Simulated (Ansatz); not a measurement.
Input and output of a self-consistent single point for Cu3AsS4 (P-43m, 8 atoms in the cell) (Ansatz, a first-principles code)

Level of theory: LDA (PW92), default PAW files made with PBE (plane waves; Ansatz).

Input as run:

Ansatz 0.2 input:
```yaml
# Cu3AsS4
crystal:
  lattice:
    - [5.28550600, 0.00000000, 0.00000000]
    - [0.00000000, 5.28550600, 0.00000000]
    - [0.00000000, 0.00000000, 5.28550600]
  atoms:
    - { symbol: Cu, position_ang: [0.00000000, 2.64275300, 2.64275300] }
    - { symbol: Cu, position_ang: [2.64275300, 0.00000000, 2.64275300] }
    - { symbol: Cu, position_ang: [2.64275300, 2.64275300, 0.00000000] }
    - { symbol: As, position_ang: [0.00000000, 0.00000000, 0.00000000] }
    - { symbol: S, position_ang: [1.33554166, 3.94996434, 3.94996434] }
    - { symbol: S, position_ang: [3.94996434, 3.94996434, 1.33554166] }
    - { symbol: S, position_ang: [3.94996434, 1.33554166, 3.94996434] }
    - { symbol: S, position_ang: [1.33554166, 1.33554166, 1.33554166] }
basis:
  ecutwfc: 420.0
kpoints:
  mp_grid: { grid: [6, 6, 6] }
hamiltonian:
  xc: lda
  pseudopotentials: { kind: paw }
scf:
  occupations: { method: gaussian, width: 0.1 }
output:
  forces: true
  eigenvalues: true
  stress: true
```

Output, abridged:

```
WARN ansatz: RAYON_NUM_THREADS=1 ignored (pool sized by the plan → 1); use --threads N
Pseudopotentials: kind: paw
Pseudopotential: Cu, paw, valence charge 19
Pseudopotential: As, paw, valence charge 15
Pseudopotential: S, paw, valence charge 6
Crystal: 8 atoms, lattice volume = 147.659 Å³
Basis set: ecut = 420 eV, 2945 PW (Γ)
Bands: 58, of which v1, the nominal top of the filled ones, is band 48 counted from 1 (47 counted from 0)
Symmetry: 24 space group operations
Space group: P-43m (ITA 215), of the structure as read, at distance tolerance 5.3e-5 Å
k-points: 20 of 216 (time reversal used)
PAW frozen core: Cu, regenerated for the run's functional, and the local potential with it
PAW frozen core: As, regenerated for the run's functional, and the local potential with it
PAW frozen core: S, regenerated for the run's functional, and the local potential with it
Initial density: superposition of atomic densities (neutral atoms: chi_scale 0, normalization atom), corrected by the library's trained network
Initial wavefunctions: pseudopotential atomic-orbital guess
Eigensolver: davidson
Functional: x = slater, c = lda
SCF iter   1: F=—  HF=-27920.729562 eV  |F-HF|=—  |Δ(HF+E_count)|=         —  Δρ=1.17e-2  dr2=1.10e-1  ethr=1.77e-3  ⟨swp⟩=6.2  Hψ=4353  notcnv=0  defer=17
all-band conjugate gradients solve this SCF's bands
preconditioner: auto → LDOS
SCF iter   2: F=—  HF=-27920.774581 eV  |F-HF|=—  |Δ(HF+E_count)|=   4.50e-2  Δρ=1.84e-2  dr2=3.12e-1  ethr=1.15e-4  ⟨swp⟩=2.0  Hψ=2414  notcnv=0  defer=86
SCF iter   3: F=—  HF=-27920.699546 eV  |F-HF|=—  |Δ(HF+E_count)|=   7.50e-2  Δρ=2.91e-3  dr2=8.13e-3  ethr=1.15e-4  ⟨swp⟩=2.0  Hψ=2148  notcnv=0  defer=86
SCF iter   4: F=—  HF=-27920.698051 eV  |F-HF|=—  |Δ(HF+E_count)|=   1.49e-3  Δρ=6.75e-4  dr2=7.74e-4  ethr=8.47e-6  ⟨swp⟩=2.9  Hψ=2203  notcnv=0  defer=33
SCF iter   5: F=—  HF=-27920.697902 eV  |F-HF|=—  |Δ(HF+E_count)|=   1.49e-4  Δρ=3.44e-4  dr2=1.12e-4  ethr=8.07e-7  ⟨swp⟩=2.0  Hψ=1790  notcnv=0  defer=33
SCF iter   6: F=—  HF=-27920.697874 eV  |F-HF|=—  |Δ(HF+E_count)|=   2.75e-5  Δρ=6.04e-5  dr2=6.01e-6  ethr=1.16e-7  ⟨swp⟩=2.0  Hψ=1520  notcnv=0  defer=33
SCF iter   7: F=—  HF=-27920.697869 eV  |F-HF|=—  |Δ(HF+E_count)|=   5.60e-6  Δρ=1.85e-5  dr2=2.90e-7  ethr=6.26e-9  ⟨swp⟩=2.0  Hψ=1724  notcnv=0  defer=33
SCF iter   8: F=-27920.697869 eV  HF=-27920.697869 eV  |F-HF|=1.55e-9  |Δ(HF+E_count)|=   2.88e-8  Δρ=2.54e-6  dr2=1.72e-9  ethr=1.04e-10  ⟨swp⟩=9.1  Hψ=4893  notcnv=0
SCF 1 converged in 8 iterations: F = -27920.697869 eV  dr2 = 1.72e-9
SCF converged after 8 iterations
Free energy (F): -27920.697869 eV
Harris-Foulkes:  -27920.697869 eV  (|F-HF|=1.55e-9)
Internal energy: -27920.687607 eV  (E = F + TS)
E sigma→0 (E₀):  -27920.692738 eV
Entropy (-TS):   -0.010262 eV (-1.283 meV/atom)
Fermi energy:    8.305536 eV
--- Per-component energies (eV) ---
  E_band       = -1778.780303
  E_kinetic    = 1429.817353
  E_local      = -19060.213912  (includes V_loc(G=0)·N_el)
  E_nonlocal   = 648.122757
  E_hartree    = 8572.255322
  E_xc         = -728.010059
  E_vxc        = -773.007911  (∫ρ·V_xc dr)
  E_paw        = -8817.868759  (= ΣΔE_a)
  E_vpaw       = -1168.012218  (= ΣTr[D̂ρ^β])
  E_aug_tail   = 0.000592  (compensation charges beyond the density's cutoff)
  E_ewald      = -9968.827901
  E_core_change = 4.037000  (= ΣΔE_core)
  E_smearing   = -0.010262  (= −TS)
  E_closure    = -0.000000  (closes the sum)
  Σ components = -27920.697869   (vs F -27920.697869, Δ=0.00e0)
--- Forces (eV/Å), atoms counted from 1 ---
  atom   1  Cu    -0.00000000     0.00000000     0.00000000
  atom   2  Cu    -0.00000000     0.00000000    -0.00000000
  atom   3  Cu    -0.00000000     0.00000000    -0.00000000
  atom   4  As    -0.00000000     0.00000000     0.00000000
  atom   5  S      0.21044433    -0.21044433    -0.21044433
  atom   6  S     -0.21044433    -0.21044433     0.21044433
  atom   7  S     -0.21044433     0.21044433    -0.21044433
  atom   8  S      0.21044433     0.21044433     0.21044433
  max |Σ_I F_I| component: 1.11e-16 eV/Å
--- Stress (GPa, compression-positive) ---
       -5.191765       0.000000       0.000000
        0.000000      -5.191765      -0.000000
        0.000000      -0.000000      -5.191765
  P = ⅓ Tr σ = -5.1918 GPa (-51.918 kbar)
  The stress holds the Pulay correction. Without it, at fixed plane waves, as pw.x and ABINIT print it: P = -5.2355 GPa
--- Band table (eV; the first three rows and the last of 20) ---
  k-point 0: bands = ["-103.0595", "-103.0595", "-103.0595", "-60.9971", "-60.9971", "-60.9971", "-60.8345", "-60.8345", "-60.8345", "-60.8345", "-60.8345", "-60.8345", "-28.9766", "-28.9766", "-28.9766", "-28.9642", "-28.9642", "-7.1334", [...]
  k-point 1: bands = ["-103.0595", "-103.0595", "-103.0595", "-60.9971", "-60.9971", "-60.9971", "-60.8345", "-60.8345", "-60.8345", "-60.8344", "-60.8344", "-60.8344", "-28.9766", "-28.9766", "-28.9766", "-28.9641", "-28.9641", "-7.0707", [...]
  k-point 2: bands = ["-103.0595", "-103.0595", "-103.0595", "-60.9971", "-60.9971", "-60.9971", "-60.8345", "-60.8345", "-60.8345", "-60.8344", "-60.8344", "-60.8344", "-28.9766", "-28.9766", "-28.9766", "-28.9641", "-28.9641", "-6.9195", [...]
  k-point 19: bands = ["-103.0595", "-103.0595", "-103.0595", "-60.9975", "-60.9969", "-60.9969", "-60.8347", "-60.8347", "-60.8347", "-60.8343", "-60.8343", "-60.8343", "-28.9766", "-28.9766", "-28.9766", "-28.9641", "-28.9641", "-6.5558", [...]
```

The run converged in 8 iterations.

The starting cell comes from a database of computed structures (which also holds hypothetical and non-ambient phases and stackings), without a prior relaxation at this level. Its lattice was rescaled by up to half a per cent. Spin polarisation is off. With a pressure of about -5 GPa the cell is away from its equilibrium volume at this level. Ansatz's pressure includes its estimate of the finite-basis (Pulay) stress. The run gives no clean gap (levels at the Fermi energy touch, overlap or are partly filled at this smearing), which alone does not show that the compound is a metal.
